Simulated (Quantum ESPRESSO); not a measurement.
Quantum ESPRESSO 7.5, DFT, PBE, plane waves, SSSP 1.1.2 efficiency PBE: Pt(111) slab of 9 layers, 1x1 (Pt9), unrelaxed, 9 atoms. Basis and mesh were picked for this test and aren't claimed converged.

cell: 2.77, 2.77, 32.12 Å; 90, 90, 60°
task: scf
k mesh: 6×6×1
ecutwfc: 45 Ry
ecutrho: 360 Ry
occupations: smearing
smearing: mv
degauss: 0.02 Ry
conv_thr: 9e-09 Ry
tprnfor: true
tstress: false
k-point pools (-nk): 4
mixing_mode: plain (default)
mixing_beta: 0.7 (default)
mixing_ndim: 8 (default)
k-points computed: 7
bands: 86
electrons: 144
G-vectors of the density: 166543
FFT grid: 36×36×375
symmetry operations: 12

Hardware: AMD EPYC (Zen 5), 96 cores on 1 socket, no SMT, 12 L3 cache groups; 94 cores' worth of CPU time may be used.

Wall times, medians of two to five repeats, each run alone on the node (launch to exit). Processes are pinned to neighbouring cores unless said otherwise. Build: conda-forge: Open MPI 5.0, OpenMP, OpenBLAS 0.3.34 (pthreads), FFTW, ScaLAPACK, ELPA. Other compilers and libraries give other times. Scratch files lie in a memory file system.

All on 48 ranks. Base settings, kept where nothing else is said: diago_david_ndim = 2 (default), diagonalization = david (default), diago_rmm_conv = false (default), diago_cg_maxiter = 20 (default) (diago_thr_init not set). The candidates, on 48 cores each, agree within 1.0 meV/atom in energy, 10 meV/Å in forces (largest component):
A. diagonalization = paro
B. diagonalization = rmm-paro
C. diagonalization = rmm-davidson, diago_rmm_conv = true
D. diagonalization = cg, diago_cg_maxiter = 5
E. diago_david_ndim = 3
F. diago_thr_init = 1e-05
G. the base settings

**Question.** Which of these settings finishes first?

**Answer.** G and F and E, at 6.0 s to 6.2 s, level within 8 % or the scatter of repeats. At the other end A takes 1.7× as long.

| candidate | wall time | repeats | SCF iterations |
|---|---|---|---|
| G | 6.0 s | 2 runs within 1 % | 22 |
| F | 6.1 s | 2 runs within 1 % | 21 |
| E | 6.2 s | 2 runs within 1 % | 22 |
| B | 7.0 s | 2 runs within 1 % | 26 |
| C | 7.6 s | 2 runs within 1 % | 29 |
| D | 9.0 s | 2 runs within 1 % | 20 |
| A | 10.0 s | 2 runs within 1 % | 22 |

From the slowest to the fastest: The largest move is in the rest of the band solver (c_bands and wfcinit less FFTs, projectors and diagonalisation: overlaps, rotations, waiting): 4.6 s to 1.0 s.
